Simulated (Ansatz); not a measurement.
# WC: transverse stress against strain

WC (WC type, P-6m2, 10.288 Å³/atom at rest, c along z) under a strain ε along c (axis z), the other axes held. PBEsol in Ansatz, a plane-wave DFT program (PAW, default set), 420 eV, 23×23×20 Γ-centred mesh, Fermi-Dirac smearing 0.10 eV; ions are relaxed within the symmetry of each cell. Stress is positive for a compressed cell.

Here s stands for strain and y for stress xx.

```
strain (%)  stress xx (GPa)
----------  ---------------
-1.50                  2.96
-1.00                  1.94
-0.50                  0.95
0.00                   0.00
0.50                  -0.91
1.00                  -1.79
1.50                  -2.64
3.00                      ?
```

Fit y against s with a straight line, and predict the withheld value at s = 3.00.

Means: s 0, y 0.073. About the means, the sum of products is -13.060 and the sum of squares of s is 7.0000; the slope is their ratio. Least squares gives y = 0.073 - 1.8657·s. Residuals (row less fit): 0.088, 0.001, -0.056, -0.073, -0.050, 0.003, 0.086; standard error 0.072 (degrees of freedom: 5). The slope gives the elastic constant C13 = 187 ± 3 GPa. At the withheld row, y = 0.073 - 1.8657 × 3.0 = -5.524 GPa. The calculation gives -5.01 GPa, 0.514 GPa above the prediction (6.4 % of the range of y in the table). The row lies outside the fitted rows, so this is an extrapolation. From the scatter of the fitted rows alone, a prediction at this place has a standard error of 0.113 GPa, so the miss is 4.5 times that.

One order more, fitted to all 13 runs of the series, follows each within 0.01, so the miss is the next term of a smooth law. In a metal these values are sensitive to mesh and smearing; energies are taken to zero smearing, stresses follow the free energy. Rows are the converged runs of the series near zero and its far end; series whose fitted rows scatter by over a few per cent of the range, as at a crossing or softening among them, aren't shown in this form. Most that stay on the fit to the last digits aren't either.
